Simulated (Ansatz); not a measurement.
## fcc Pd (1 1 1) on diamond (1 1 1) (film strained to the substrate, faces as cut)

A periodic stack without vacuum, fcc Pd (1 1 1) on diamond (1 1 1) (film strained to the substrate, faces as cut): substrate slab C56, film Pd12, surface cells [[-2, 2], [-2, 0]] and [[1, -2], [2, -1]], film strained by +4.6 and +4.6 %, faces C/C and Pd/Pd as cut (like faces can put a slab off its formula).

The start was prepared with a machine-learned potential, and the result is one local minimum, with the in-plane cell held and forces under 0.04 eV/Å; the film can end far from its bulk form.

Calculation: PBE (plane waves to 420 eV, PAW; Ansatz, an electronic-structure program). No spin–orbit coupling; the runs are not spin-polarised; PBE gaps are too small against experiment. Its k-point mesh 6×6×1, Fermi–Dirac width 0.05 eV.

- interface area: 22.1 Å²
- period: 23.49 Å
- gaps between the outermost planes at the two interfaces: 1.93 and 1.90 Å
- C–Pd contacts across the interfaces within 1.22 times the sum of covalent radii: 12, mean 2.32 Å
- hole barrier (PBE): 0.60 eV
- electron barrier (PBE): 3.53 eV

```yaml
crystal:
  lattice:
    - [5.05090, 0.00011, -0.01919]
    - [2.52562, 4.37373, 0.06043]
    - [1.91031, 1.65013, 23.51425]
  atoms:
    - { symbol: C, position: [0.91586, 0.61863, 0.06026] }
    - { symbol: C, position: [0.41142, 0.62630, 0.06285] }
    - { symbol: C, position: [0.90998, 0.12207, 0.06203] }
    - { symbol: C, position: [0.41459, 0.12195, 0.06217] }
    - { symbol: C, position: [0.24418, 0.97127, 0.04255] }
    - { symbol: C, position: [0.75033, 0.95940, 0.04209] }
    - { symbol: C, position: [0.25697, 0.46398, 0.04214] }
    - { symbol: C, position: [0.74390, 0.46385, 0.04136] }
    - { symbol: C, position: [0.56761, 0.24838, 0.15119] }
    - { symbol: C, position: [0.06855, 0.24650, 0.15088] }
    - { symbol: C, position: [0.56935, 0.74743, 0.15096] }
    - { symbol: C, position: [0.06769, 0.74747, 0.15088] }
    - { symbol: C, position: [0.90622, 0.58803, 0.12902] }
    - { symbol: C, position: [0.40368, 0.59325, 0.12978] }
    - { symbol: C, position: [0.90253, 0.09099, 0.12942] }
    - { symbol: C, position: [0.40512, 0.09088, 0.12951] }
    - { symbol: C, position: [0.22394, 0.87306, 0.23882] }
    - { symbol: C, position: [0.72370, 0.87343, 0.23899] }
    - { symbol: C, position: [0.22355, 0.37326, 0.23892] }
    - { symbol: C, position: [0.72396, 0.37320, 0.23894] }
    - { symbol: C, position: [0.55957, 0.21715, 0.21712] }
    - { symbol: C, position: [0.05996, 0.21644, 0.21700] }
    - { symbol: C, position: [0.56068, 0.71668, 0.21705] }
    - { symbol: C, position: [0.05938, 0.71669, 0.21701] }
    - { symbol: C, position: [0.87932, 0.49912, 0.32672] }
    - { symbol: C, position: [0.37945, 0.49906, 0.32668] }
    - { symbol: C, position: [0.87934, 0.99901, 0.32672] }
    - { symbol: C, position: [0.37917, 0.99926, 0.32671] }
    - { symbol: C, position: [0.21550, 0.84253, 0.30476] }
    - { symbol: C, position: [0.71538, 0.84271, 0.30483] }
    - { symbol: C, position: [0.21530, 0.34270, 0.30479] }
    - { symbol: C, position: [0.71557, 0.34258, 0.30480] }
    - { symbol: C, position: [0.53466, 0.12528, 0.41450] }
    - { symbol: C, position: [0.03434, 0.12503, 0.41448] }
    - { symbol: C, position: [0.53490, 0.62542, 0.41442] }
    - { symbol: C, position: [0.03547, 0.62438, 0.41444] }
    - { symbol: C, position: [0.87100, 0.46848, 0.39256] }
    - { symbol: C, position: [0.37118, 0.46855, 0.39254] }
    - { symbol: C, position: [0.87097, 0.96830, 0.39262] }
    - { symbol: C, position: [0.37069, 0.96876, 0.39261] }
    - { symbol: C, position: [0.19059, 0.75072, 0.50198] }
    - { symbol: C, position: [0.69256, 0.75122, 0.50190] }
    - { symbol: C, position: [0.18966, 0.24889, 0.50220] }
    - { symbol: C, position: [0.68843, 0.25336, 0.50218] }
    - { symbol: C, position: [0.52621, 0.09461, 0.48065] }
    - { symbol: C, position: [0.02545, 0.09427, 0.48057] }
    - { symbol: C, position: [0.52657, 0.59528, 0.48042] }
    - { symbol: C, position: [0.02739, 0.59336, 0.48045] }
    - { symbol: C, position: [0.84331, 0.37981, 0.59021] }
    - { symbol: C, position: [0.33992, 0.37710, 0.58927] }
    - { symbol: C, position: [0.84665, 0.88239, 0.58911] }
    - { symbol: C, position: [0.35238, 0.86993, 0.58917] }
    - { symbol: C, position: [0.18198, 0.71924, 0.56929] }
    - { symbol: C, position: [0.68495, 0.72073, 0.56908] }
    - { symbol: C, position: [0.18086, 0.21611, 0.57024] }
    - { symbol: C, position: [0.67825, 0.22312, 0.57003] }
    - { symbol: Pd, position: [0.49967, 0.66298, 0.67229] }
    - { symbol: Pd, position: [0.84707, 0.95387, 0.67411] }
    - { symbol: Pd, position: [0.20196, 0.31779, 0.67336] }
    - { symbol: Pd, position: [0.16973, 0.93572, 0.76758] }
    - { symbol: Pd, position: [0.51029, 0.26741, 0.76821] }
    - { symbol: Pd, position: [0.84075, 0.59119, 0.76875] }
    - { symbol: Pd, position: [0.82555, 0.22754, 0.86208] }
    - { symbol: Pd, position: [0.15927, 0.55284, 0.86479] }
    - { symbol: Pd, position: [0.49929, 0.87808, 0.86243] }
    - { symbol: Pd, position: [0.46706, 0.50653, 0.96060] }
    - { symbol: Pd, position: [0.79652, 0.87720, 0.95684] }
    - { symbol: Pd, position: [0.16518, 0.14501, 0.95734] }
```
